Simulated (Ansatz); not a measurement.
Input:

```
ZnInGaO4
1.0
    1.61802     0.93417     8.36529
   -1.61802     0.93417     8.36529
    0.00000    -1.86833     8.36529
In Ga Zn O
1 1 1 4
Direct
  0.99736   0.99736   0.99736
  0.21268   0.21268   0.21268
  0.78143   0.78143   0.78143
  0.13568   0.13568   0.13568
  0.87881   0.87881   0.87881
  0.28866   0.28866   0.28866
  0.70537   0.70537   0.70537
```

No spin polarisation.

Method: PBEsol, PAW, 420 eV (Ansatz, a quantum-chemistry and plane-wave program; scalar-relativistic without spin-orbit coupling), earlier PAW set. Settings: 12×12×12 k-points, 0.05 eV Fermi–Dirac smearing.

Predict the electron mass and band gap.

The electron mass is 0.22 mₑ (at Γ). The band gap is 1.45 eV.

Load acts through the strain it causes; cell and atoms are relaxed under it. Effective masses come from finite differences of ±0.01 Å⁻¹. Whether these cells are dynamically stable was not tested. Competing high-pressure phases were not computed. The cell was made from ZnInGaO4 (space group R3m, No. 160) by this change: pressure 15 GPa.
